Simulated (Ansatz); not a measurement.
Pair distribution function (total) of Ta (bcc), cell Ta54, started from the crystal [in the run: it stayed crystalline; mean temperature 2035 K (target 2060 K); density 15.73 g/cm³, volume +6 % from the start crystal's; mean pressure 0.5 GPa against a target of 0; one k-point, which a denser mesh shifts by 0.2 GPa in pressure and 0.07 eV/Å in forces], from MD at 2035 K. Computed with PBE (plane waves, PAW; Ansatz, a quantum-chemistry and plane-wave program). Volume per atom 19.10 Å³, mean pressure 0.5 GPa. 

(r (Å), g(r)): (1.90, 0.00); (1.94, 0.00); (1.98, 0.00); (2.02, 0.00); (2.06, 0.00); (2.10, 0.00); (2.14, 0.00); (2.18, 0.00); (2.22, 0.00); (2.26, 0.00); (2.30, 0.00); (2.34, 0.01); (2.38, 0.02); (2.42, 0.05); (2.46, 0.12); (2.50, 0.19); (2.54, 0.43); (2.58, 0.68); (2.62, 1.05); (2.66, 1.50); (2.70, 1.87); (2.74, 2.25); (2.78, 2.65); (2.82, 2.93); (2.86, 3.10); (2.90, 3.19); (2.94, 3.00); (2.98, 2.96); (3.02, 2.71); (3.06, 2.58); (3.10, 2.44); (3.14, 2.33); (3.18, 2.13); (3.22, 2.00); (3.26, 1.92); (3.30, 1.82); (3.34, 1.72); (3.38, 1.61); (3.42, 1.52); (3.46, 1.34); (3.50, 1.18); (3.54, 1.04); (3.58, 0.85); (3.62, 0.69); (3.66, 0.54); (3.70, 0.41); (3.74, 0.33); (3.78, 0.23); (3.82, 0.16); (3.86, 0.12); (3.90, 0.09); (3.94, 0.06); (3.98, 0.04); (4.02, 0.04); (4.06, 0.03); (4.10, 0.03); (4.14, 0.04); (4.18, 0.06); (4.22, 0.09); (4.26, 0.13); (4.30, 0.19); (4.34, 0.26); (4.38, 0.37); (4.42, 0.52); (4.46, 0.59); (4.50, 0.77); (4.54, 0.95); (4.58, 1.05); (4.62, 1.16); (4.66, 1.32); (4.70, 1.39); (4.74, 1.44); (4.78, 1.41); (4.82, 1.34); (4.86, 1.28); (4.90, 1.15); (4.94, 1.02); (4.98, 0.89); (5.02, 0.80)

**Question.** From these data, give where the first shell ends and the number of neighbours in it.

**Answer.** first minimum near 4.1 Å (g down to about 0.03); 14.0 neighbours in the shell, from n = 4πρ∫r²g(r)dr.
